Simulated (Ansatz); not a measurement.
C_O in monoclinic HfO2: one set of geometries, relaxed with PBE, evaluated in Ansatz (PAW, plane waves to 420 eV, 500 eV under r2SCAN) with PBE, r2SCAN.

Details: 96-site cell; 2×2×2 shifted k-points; start: the O(2,4-fold) site; charged states image-corrected; no spin–orbit coupling; not converged in cell size; flagged in the runs: a host whose relaxation on this sampling wasn't shown to rest, a strain field that reaches the edge of the cell.

```tsv
quantity	PBE	r2SCAN
host gap (eV)	4.04	4.54
ε(+1/0) above the VBM (eV)	0.96	1.29
ε(0/−1) above the VBM (eV)	1.46	1.80
ε(−1/−2) above the VBM (eV)	1.79	2.19
largest moment on one atom at charge +1 (μB)	1.53	1.65
neutral formation energy against graphite, O2 molecule in a box (eV)	9.18	9.36
largest moment on one atom at charge 0 (μB)	0.96	1.03
largest moment on one atom at charge −1 (μB)	0.45	0.48
```

PBE narrows the gap by 0.50 eV against r2SCAN, the highest level run, and puts the levels 0.36 eV lower above the valence-band maximum on average.

Ansatz is an electronic-structure program.
